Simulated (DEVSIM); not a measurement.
Structure: abrupt Si n-p junction, at 300 K.

```
layer (left to right)  material  thickness (μm)  Nd (cm⁻³)  Na (cm⁻³)   τn (s)   τp (s)
---------------------  --------  --------------  ---------  ---------  -------  -------
1                            Si            22.0       2e15          -  0.00011  0.00011
2                            Si             210          -     5.8e17  0.00011  0.00011
```

Left contact: ohmic. Right contact: ohmic. Voltage is applied to the left contact. Recombination: SRH at mid-gap. Mobility is constant in doping.

The device is made up for the run: typed textbook-type constants, with dimensions and the other settings drawn at random. Values at 300 K.

```csv
parameter,Si
gap (eV),1.124
affinity (eV),4.05
permittivity,11.7
Nc (cm⁻³),2.86e19
Nv (cm⁻³),3.1e19
μn (cm²/Vs),1417
μp (cm²/Vs),470
```

DEVSIM, 1D drift-diffusion, Boltzmann statistics, complete ionisation; no tunnelling, impact ionisation, image-force lowering or self-heating.

### Question
Tabulate band edges, carrier densities and field at 2.0 V on the left contact.

### Answer
Energies count from the Fermi level of the right contact; mesh points crowd at the junctions.

| x (μm) | Ec (eV) | Ev (eV) | n (cm⁻³) | p (cm⁻³) | field (V/cm) |
|---|---|---|---|---|---|
| 0.000 | -1.753 | -2.877 | 2.0e15 | 58000 | ≈ 0 |
| 0.06097 | -1.753 | -2.877 | 2.0e15 | 58000 | ≈ 0 |
| 0.2765 | -1.753 | -2.877 | 2.0e15 | 57000 | ≈ 0 |
| 1.038 | -1.753 | -2.877 | 2.0e15 | 55000 | ≈ 0 |
| 5.854 | -1.753 | -2.877 | 2.0e15 | 42000 | ≈ 0 |
| 16.04 | -1.753 | -2.877 | 2.0e15 | 13000 | ≈ 0 |
| 20.33 | -1.752 | -2.876 | 2.0e15 | 990 | 47 |
| 21.70 | -0.092 | -1.216 | < 1e2 | 220 | 32000 |
| 21.93 | 0.716 | -0.408 | < 1e2 | 4.3e12 | 39000 |
| 22.00 | 0.980 | -0.144 | < 1e2 | 1.2e17 | 51000 |
| 22.05 | 1.021 | -0.103 | < 1e2 | 5.8e17 | ≈ 0 |
| 22.41 | 1.021 | -0.103 | < 1e2 | 5.8e17 | ≈ 0 |
| 23.52 | 1.021 | -0.103 | < 1e2 | 5.8e17 | ≈ 0 |
| 27.44 | 1.021 | -0.103 | < 1e2 | 5.8e17 | ≈ 0 |
| 51.11 | 1.021 | -0.103 | < 1e2 | 5.8e17 | ≈ 0 |
| 125.2 | 1.021 | -0.103 | < 1e2 | 5.8e17 | ≈ 0 |
| 201.2 | 1.021 | -0.103 | 170 | 5.8e17 | ≈ 0 |
| 223.3 | 1.021 | -0.103 | 190 | 5.8e17 | ≈ 0 |
| 230.4 | 1.021 | -0.103 | 200 | 5.8e17 | ≈ 0 |
| 231.6 | 1.021 | -0.103 | 200 | 5.8e17 | ≈ 0 |
| 231.9 | 1.021 | -0.103 | 200 | 5.8e17 | ≈ 0 |
| 232.0 | 1.021 | -0.103 | 200 | 5.8e17 | ≈ 0 |
